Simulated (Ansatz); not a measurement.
**NbP: pressure series**

The parent structure is NbP (space group I4_1md, No. 109; a = 3.347 Å, c = 11.427 Å).

Cell and atoms are relaxed at each pressure.

Levels (all Ansatz, a program for electronic structure, PAW): PBE (420 eV, spin-orbit coupling left out); r2SCAN (500 eV, no spin-orbit coupling).

The base cell above is that of PBE; each level relaxes its own structures.

| case | volume per atom, PBE | volume per atom, r2SCAN |
|---|---|---|
| pressure 0.9 GPa | 15.93 Å³ | 15.89 Å³ |
| pressure 2.1 GPa | 15.83 Å³ | 15.80 Å³ |
| pressure 4.5 GPa | 15.64 Å³ | 15.61 Å³ |
| pressure 9 GPa | 15.31 Å³ | 15.30 Å³ |
| pressure 15 GPa | 14.93 Å³ | 14.92 Å³ |
| pressure 22.5 GPa | 14.50 Å³ | 14.51 Å³ |
| pressure 30 GPa | 14.13 Å³ | 14.14 Å³ |

The two levels differ by at most about 0.03 Å³. They put the cases in the same order.

Load acts through the strain it causes; cell and atoms are relaxed under it. Stability against distortions was not tested. Competing high-pressure phases were not computed. The final runs are not spin-polarised.
